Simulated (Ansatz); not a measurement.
Start from PbTe in the rock salt structure (space group Fm-3m, No. 225; a = 6.380 Å). Axes: x, y, z lie along the cube axes.

Structures relaxed with LDA in Ansatz (plane waves to 420 eV, PAW, no SOC).

Base:

Simulated powder pattern, Cu Kα, λ = 1.54184 Å (kinematic, ideal powder, no thermal factors, no anomalous dispersion; the 14 strongest lines at most, above 2 %, up to 2θ = 90°):

| 2θ (°) | I/Imax (%) | hkl |
|---|---|---|
| 24.16 | 11 | (111) |
| 27.97 | 100 | (200) |
| 39.97 | 78 | (220) |
| 47.25 | 6.5 | (311) |
| 49.49 | 28 | (222) |
| 57.81 | 13 | (400) |
| 63.57 | 2.9 | (331) |
| 65.42 | 37 | (420) |
| 72.60 | 28 | (422) |
| 77.79 | 2.3 | (511) |
| 86.25 | 9.1 | (440) |

Perturbation: a pure shear with ε_xy = ε_yx = 0.0114, atoms relaxed at fixed cell.

After the change:

Simulated powder pattern, Cu Kα, λ = 1.54184 Å (kinematic, ideal powder, no thermal factors, no anomalous dispersion; the 14 strongest lines at most, above 2 %, up to 2θ = 90°):

| 2θ (°) | I/Imax (%) | hkl |
|---|---|---|
| 23.98 | 5.6 | (111) |
| 27.98 | 100 | (002) |
| 39.50 | 13 | (220) |
| 39.98 | 52 | (202) |
| 40.45 | 13 | (2 -2 0) |
| 49.10 | 14 | (222) |
| 49.90 | 14 | (2 -2 2) |
| 57.82 | 13 | (004) |
| 64.77 | 6.4 | (420) |
| 65.43 | 25 | (204) |
| 66.11 | 6.0 | (4 -2 0) |
| 71.97 | 9.4 | (422) |
| 73.25 | 9.0 | (4 -2 2) |
| 86.26 | 6.1 | (404) |

The indices refer to the base's conventional cell; one index is shown for lines that coincide. The space group is now Immm (No. 71).

The cells carry an imposed strain or load. Stability against distortions was not tested.

Ansatz is a quantum-chemistry and plane-wave program.
